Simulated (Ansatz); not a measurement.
**GaN in the CsCl type structure (space group Pm-3m, No. 221; a hypothetical phase, not in the database extracts checked)**

```cif
data_GaN
_chemical_formula_sum 'Ga1 N1'
_space_group_name_H-M_alt 'P 1'
_space_group_IT_number 1
_cell_length_a 2.74249
_cell_length_b 2.74249
_cell_length_c 2.74249
_cell_angle_alpha 90.000
_cell_angle_beta 90.000
_cell_angle_gamma 90.000
loop_
_space_group_symop_operation_xyz
  'x, y, z'
loop_
_atom_site_label
_atom_site_type_symbol
_atom_site_fract_x
_atom_site_fract_y
_atom_site_fract_z
_atom_site_occupancy
Ga1 Ga 0.00000 0.00000 0.00000 1
N1 N 0.50000 0.50000 0.50000 1
```

All numbers come from PBE (Ansatz, a program for electronic structure; PAW; 420 eV plane waves; no spin-orbit coupling). Γ-centred 17×17×17 mesh, Fermi–Dirac width 0.05 eV.

| Quantity | Result |
|---|---|
| Volume per atom | 10.31 Å³ |
| Density | 6.74 g/cm³ |
| Band gap | zero |
| Total energy | -2082.336 eV/atom (σ→0; compares only within this code and set-up) |

Stability against distortions was not tested. All final runs are without spin polarisation.
